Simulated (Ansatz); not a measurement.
## A computed series for Ta: response to strain

Consider Ta in the bcc (W type) structure (space group Im-3m, No. 229; a = 3.306 Å; relaxed with 0.1 eV smearing).

Strains are applied to the cell and any free atomic positions relax.

Method: plane-wave PAW DFT at the r2SCAN level (Ansatz, a program for electronic structure, 500 eV), no SOC.

Notes on the quantities. energy relative to the base: free energy F.

```
variant                   volume per atom  energy relative to the base  pressure
------------------------  ---------------  ---------------------------  --------
base                             18.07 Å³                   0 meV/atom   0.0 GPa
isotropic strain −3.00 %         16.49 Å³                +100 meV/atom       [?]
isotropic strain −2.50 %         16.75 Å³                 +68 meV/atom  17.6 GPa
isotropic strain −2.00 %         17.01 Å³                          [?]  13.6 GPa
isotropic strain −1.50 %         17.27 Å³                 +24 meV/atom   9.9 GPa
isotropic strain −1.00 %         17.53 Å³                          [?]   6.4 GPa
isotropic strain −0.50 %         17.80 Å³                +2.6 meV/atom   3.1 GPa
```

Q: What belongs in the blanks?

A: 
- isotropic strain −3.00 %, pressure: 21.7 GPa
- isotropic strain −2.00 %, energy relative to the base: +43 meV/atom
- isotropic strain −1.00 %, energy relative to the base: +11 meV/atom

Whether these cells are dynamically stable was not tested. The final runs are not spin-polarised.
